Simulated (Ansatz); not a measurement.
## MnSi, pressure series

Start from MnSi (space group P2_13, No. 198; a = 4.518 Å; ferromagnetic).

Cell and atoms are relaxed at each pressure.

The values are results of PBE in Ansatz (plane waves to 420 eV, PAW, no SOC), earlier PAW set, not measurements.

Notes on the quantities. enthalpy: H = E + PV relative to the base's energy.

```
change                density  shortest interatomic distance       enthalpy
-----------------  ----------  -----------------------------  -------------
base               5.98 g/cm³                        2.279 Å              –
pressure −2 GPa    5.92 g/cm³                        2.285 Å  -0.14 eV/atom
pressure −1 GPa    5.95 g/cm³                        2.282 Å  -0.07 eV/atom
pressure 0.9 GPa   6.00 g/cm³                        2.277 Å  +0.06 eV/atom
pressure 2.1 GPa   6.04 g/cm³                        2.273 Å  +0.15 eV/atom
pressure 4.5 GPa   6.11 g/cm³                        2.266 Å  +0.32 eV/atom
pressure 9 GPa     6.22 g/cm³                        2.254 Å  +0.63 eV/atom
pressure 15 GPa    6.37 g/cm³                        2.239 Å  +1.04 eV/atom
pressure 22.5 GPa  6.55 g/cm³                        2.223 Å  +1.54 eV/atom
pressure 30 GPa    6.71 g/cm³                        2.208 Å  +2.03 eV/atom
```

Other magnetic orders, which the real material may have, were not ruled out. Load acts through the strain it causes; cell and atoms are relaxed under it. No phonon test of stability was made. No other phases were tried under pressure.

Ansatz is a quantum-chemistry and plane-wave program.
